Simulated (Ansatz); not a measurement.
Results of LDA (plane waves, PAW; Ansatz, a quantum-chemistry and plane-wave program) for LaN (model structure, started from the zincblende type, F-43m, No. 216, 2 atoms in the cell).

Run with plane-wave cutoff 520 eV, 10×10×10 k mesh, Fermi–Dirac smearing 0.01 eV, scalar-relativistic PAW data made under PBE.

Cell (relaxed at this level):

LaN has the cubic space group F-43m (No. 216), the zinc blende structure, Pearson symbol cF8. Conventional cell: a = 5.5051 Å, b = 5.5051 Å, c = 5.5051 Å, α = 90.00°, β = 90.00°, γ = 90.00°. N on 4c is surrounded by 4 La at 2.384 Å (tetrahedral). La on 4a has 4 N at 2.384 Å (tetrahedral). (Neighbours: up to the widest gap in distance over summed covalent radii, below 1.35, at either atom; cation-cation and far metal-metal contacts left out.)
(The calculation used a cell of 2 atoms; values per cell refer to that cell.)

Q: Give the computed band gap, smallest direct gap on the k points sampled and Γ–Γ gap.

A: 
* **band gap**: 1.02 eV
* **smallest direct gap on the k points sampled**: 2.21 eV
* **Γ–Γ gap**: 3.19 eV

Note: the relaxation could raise the start's symmetry but not lower it, so the cell can be a saddle point.

Spin–orbit coupling is not included.

Computed values are for the static lattice.

A model structure was made by putting elements into a prototype or built by hand; it is no filed structure, need not be a known phase, and can be a saddle point held by its symmetry.
